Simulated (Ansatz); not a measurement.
The parent structure is MgO in the rock salt structure (space group Fm-3m, No. 225; a = 4.2537 Å).

The values are results of PBE, PAW, 420 eV (Ansatz, an electronic-structure program; without spin-orbit coupling), not measurements.

For the base:

| Property | Value |
|---|---|
| Pressure | 0.01 GPa |

It is then changed as follows: an isotropic linear strain of −2.50 %; the atoms relax in the strained cell.

Problem. Predict the new energy relative to the base and pressure.

Solution. The energy grows by 27 meV/atom; the pressure rises by 13.236 GPa (0.01 GPa → 13.24 GPa).

Stability against distortions was not tested.
